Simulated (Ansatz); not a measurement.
The parent structure is Zr in the hcp (Mg type) structure (space group P6_3/mmc, No. 194; a = 3.144 Å, c = 5.093 Å; relaxed with 0.1 eV smearing). Axes: x lies along a and z along c of the hexagonal cell.

Method: plane-wave PAW DFT at the LDA level (Ansatz, an electronic-structure program, 420 eV), spin-orbit coupling left out.

One thing is altered: an isotropic linear strain of −2.50 %, atoms relaxed at fixed cell.

### Question
Predict the stress tensor and what it implies for the stiffness.

### Answer
Stress of the strained cell less that of the base (GPa, compression positive):
```
    8.5     0.0     0.0
    0.0     8.5     0.0
    0.0     0.0     9.8
```

Then B = −ΔP/(ΔV/V₀) with ΔV/V₀ = -0.0731 gives secant stiffness values (nonlinear terms included at this strain): B (at held cell shape, above the free-shape value) ≈ 122 GPa.

As a check, the harmonic strain energy −½ V₀ Δσ:ε is 45 meV/atom; the computed energy rise is 42 meV/atom.

Whether these cells are dynamically stable was not tested. All final runs are without spin polarisation.
